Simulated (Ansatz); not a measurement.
A computed series for SnSe: response to strain

Consider SnSe in the GeS type structure (space group Pnma, No. 62; layered, stacked along the Cartesian x axis).

```
CELL_PARAMETERS angstrom
     11.53436     0.00000     0.00000
      0.00000     4.12083     0.00000
      0.00000     0.00000     4.57837
ATOMIC_POSITIONS crystal
  Sn 0.11797 0.25000 0.11652
  Sn 0.38203 0.75000 0.61652
  Sn 0.88203 0.75000 0.88348
  Sn 0.61797 0.25000 0.38348
  Se 0.85352 0.25000 0.48537
  Se 0.64648 0.75000 0.98537
  Se 0.14648 0.75000 0.51463
  Se 0.35352 0.25000 0.01463
```

Cartesian axes are those of the cell as printed.

Strains are applied to the cell and any free atomic positions relax.

Computed with r2SCAN+rVV10, PAW, 500 eV (Ansatz, a program for electronic structure; without spin-orbit coupling), earlier PAW set.

Candidates:
(a) uniaxial strain ε_xx = +5.99 %
(b) isotropic strain −5.03 %
(c) strain tensor (xx, yy, zz, yz, xz, xy) = (+2.96, +1.38, −1.66, −1.01, +0.49, −0.24) %

Notes on the quantities. energy relative to the base: free energy F.

Q: Order them by energy relative to the base, highest first.

A: (b) isotropic strain −5.03 % (+81 meV/atom), (a) uniaxial strain ε_xx = +5.99 % (+13 meV/atom), (c) strain tensor (xx, yy, zz, yz, xz, xy) = (+2.96, +1.38, −1.66, −1.01, +0.49, −0.24) % (+5.3 meV/atom)

A case with no gap was solved on a k-mesh chosen for an insulator, which is coarse for it. No phonon test of stability was made. The final runs are not spin-polarised.
